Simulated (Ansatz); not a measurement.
```cif
data_Nb2
_chemical_formula_sum 'Nb2'
_space_group_name_H-M_alt 'Im-3m'
_space_group_IT_number 229
_space_group_name_Hall '-I 4 2 3'
_cell_length_a 3.30899
_cell_length_b 3.30899
_cell_length_c 3.30899
_cell_angle_alpha 90.000
_cell_angle_beta 90.000
_cell_angle_gamma 90.000
loop_
_atom_site_label
_atom_site_type_symbol
_atom_site_symmetry_multiplicity
_atom_site_Wyckoff_symbol
_atom_site_fract_x
_atom_site_fract_y
_atom_site_fract_z
_atom_site_occupancy
Nb1 Nb 2 a 0.00000 0.00000 0.00000 1
```
(The calculation used a cell of 1 atom; values per cell refer to that cell.)

The cell is fixed at its relaxed static size. Melting and transitions to other phases are not modelled.

Q: Is this phase dynamically stable in the harmonic approximation, and at 300, 2000 K by the stochastic self-consistent harmonic approximation in a 4×4×4 supercell, PBE in Ansatz (an electronic-structure program)? Give the softest mode in each case.

A: Harmonic: softest mode 74 cm⁻¹ at q = (0.00, 0.00, 0.25), so stable at the wave vectors of the supercell. 300 K: stable, softest second derivative of the free energy 76 cm⁻¹ (error under 1) at q = (0.00, 0.00, 0.25), at 1.5 GPa in this cell. 2000 K: stable, softest second derivative of the free energy 83 cm⁻¹ (error under 1) at q = (0.00, 0.00, 0.25), at 7.5 GPa in this cell. The verdict is statistical, holds for these wave vectors and this fixed cell alone, and errs towards stability where frames are few. Wave vectors are fractions of the primitive cell's reciprocal vectors.
